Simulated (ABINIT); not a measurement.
Band structure of Re (P6_3/mmc, 2 atoms in the cell).

```yaml
crystal:
  lattice:
    - [1.39118, -2.40959, 0.00000]
    - [1.39118, 2.40959, 0.00000]
    - [0.00000, 0.00000, 4.49613]
  atoms:
    - { symbol: Re, position: [0.33333, 0.66667, 0.25000] }
    - { symbol: Re, position: [0.66667, 0.33333, 0.75000] }
```

Level of theory: PBE, PAW (JTH v2.0 PBE PAW) (plane waves; ABINIT 10.0.3).

Settings: pseudos = [Re.GGA_PBE-JTH.xml]; ecut = 20 Ha; pawecutdg = 40 Ha; occopt = 7; tsmear = 0.00367493 Ha; ngkpt = 14 14 7; nshiftk = 1; shiftk = 0 0 0; potentials = JTH v2.0 PBE PAW; kptopt = 1; nstep = 50; toldfe1 = 1e-09 Ha; ndtset = 2.

The starting cell has typed, rounded lattice constants, without a prior relaxation at this level. Its lattice was rescaled by a random factor within 2.5 % of one. Spin-orbit coupling is off. Spin polarisation is off.

These are the values that this program gave, and no reference: the one-centre exchange-correlation terms come from a truncated expansion.

Levels in eV from the Fermi level, bands 12 to 19:
```
point     12     13     14     15     16    17    18    19
-----  -----  -----  -----  -----  -----  ----  ----  ----
Γ      -1.47  -1.47  -0.66  -0.66   0.25  0.25  0.58  3.31
M      -1.80  -1.69  -1.30  -0.54   3.90  4.28  4.41  5.92
K      -3.23  -2.02  -2.02   0.01   2.99  2.99  3.44  6.36
A      -2.28  -1.59  -1.59  -1.59  -1.59  2.52  2.52  2.52
L      -3.91   0.44   0.44   0.89   0.89  4.20  4.20  4.67
H      -3.57  -2.07  -2.07   0.12   0.12  3.30  3.30  9.32
```

Bands cross the Fermi level along this path, so the cell is metallic at this level.
